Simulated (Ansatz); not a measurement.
System: Ti-vacancy pair (Ti on one host Al site, one Al site vacant) in fcc Al (neutral cell). Level of theory: PBE, PAW (plane waves to 420 eV; Ansatz, a quantum-chemistry and plane-wave program).

Settings: 32 host sites, the relaxed PBE lattice, a 4×4×4 k-point mesh shifted by half a step, smearing 0.10 eV, spin-restricted, no image-charge correction. Energies are static. Forms of the defect that were not tried may lie lower. The start lies 0.40 eV above the lowest site run (PBE).

Barriers: single points on a 6×6×6 k-point mesh shifted by half a step at the bands' geometries.

Relaxed starting cell (atoms counted from 1):

```
Al30Ti
1.0
    8.08392     0.00000     0.00000
    0.00000     8.08392     0.00000
    0.00000     0.00000     8.08392
Ti Al
1 30
Direct
  0.99971   0.99730   0.99766
  0.99923   0.00749   0.49327
  0.99884   0.49295   0.00817
  0.99940   0.49932   0.49933
  0.49952   0.99976   0.00001
  0.49929   0.00149   0.50037
  0.49990   0.50007   0.00167
  0.49911   0.50480   0.50530
  0.99851   0.24796   0.75374
  0.99865   0.75344   0.24806
  0.99911   0.75045   0.75094
  0.49876   0.25161   0.25230
  0.49956   0.24934   0.75264
  0.49952   0.75301   0.24954
  0.49863   0.75152   0.75189
  0.24438   0.00490   0.24836
  0.24785   0.00032   0.75133
  0.24666   0.49935   0.25279
  0.24841   0.49996   0.75342
  0.75475   0.00605   0.24841
  0.75040   0.00007   0.75228
  0.75153   0.49892   0.25395
  0.74963   0.50058   0.75344
  0.24453   0.24804   0.00520
  0.24636   0.25309   0.49847
  0.24805   0.75155   0.99969
  0.24878   0.75333   0.50029
  0.75442   0.24810   0.00634
  0.75196   0.25347   0.49916
  0.75050   0.75200   0.00022
  0.74955   0.75339   0.50088
```

End state 1 differs by these moves (Å; atoms that move under 0.08 Å are left out):

| atom | element | Δx | Δy | Δz |
|---|---|---|---|---|
| 3 | Al | 0.00 | -1.93 | 1.92 |

Task: What forward and backward barriers to end state 1 does PBE, PAW give?

Result: forward 0.37 eV, backward 0.77 eV; at the saddle point atom 3 has neighbours 2 Al at 2.61, 2 Al at 2.64, Al at 3.01, Al at 3.14, Al at 3.24; Ti at 3.19 Å. The program found a first-order saddle point.

End state 2 differs by these moves (Å; atoms that move under 0.08 Å are left out):

| atom | element | Δx | Δy | Δz |
|---|---|---|---|---|
| 2 | Al | 0.06 | -0.06 | 0.00 |
| 3 | Al | 0.00 | 0.06 | -0.07 |
| 5 | Al | -0.06 | 0.00 | 0.06 |
| 16 | Al | -1.94 | 1.94 | 0.00 |

Task: Give the forward and backward barriers to end state 2 at the level PBE, PAW.

Result: forward 0.52 eV, backward 0.52 eV; at the saddle point atom 16 has neighbours Al at 2.61, Al at 2.62, Al at 2.64, 2 Al at 3.00, 2 Al at 3.19; Ti at 2.65 Å. The program found a first-order saddle point.
